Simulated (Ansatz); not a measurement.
**What Ca on a Li site, symmetric start does to Li2O**

Take an 18-atom supercell of Li2O in the anti-fluorite structure (space group Fm-3m, No. 225; a = 4.580 Å) at its relaxed geometry as the base.

One thing is altered: one Li atom is replaced by Ca, atoms relaxed at fixed cell.

Computed with PBEsol (Ansatz, a quantum-chemistry and plane-wave program), scalar-relativistic without spin-orbit coupling. Γ-centred 5×5×5 mesh, Fermi–Dirac width 0.01 eV.

```csv
quantity,base,changed,shift
pressure,0.0 GPa,15.6 GPa,+15.6 GPa
gap of the supercell,4.88 eV,0.29 eV,-4.59 eV
total moment of the cell,–,1.0 μB,–
energy gained by relaxation,–,1.53 eV,–
largest displacement of a host atom from its site in the perfect cell,–,0.67 Å,–
shift of the substituted atom off its lattice site,–,0.23 Å,–
```

Cost of the whole job for the changed cell (relaxation, final SCF and bands): around 14 core-minutes (rough).

Other magnetic orders, which the real material may have, were not ruled out. The cell is small, so the values are those of an ordered compound at a high defect concentration; dilute-limit values will differ. The defect started on the symmetric site and kept its symmetry, so it may sit on a saddle. Seeded moments were not kept for Ca on a Li site. Where the two band edges lie in opposite spin channels, the gap is a spin-flip gap. The defect cell is spin-polarised and ends with 1.0 μB.
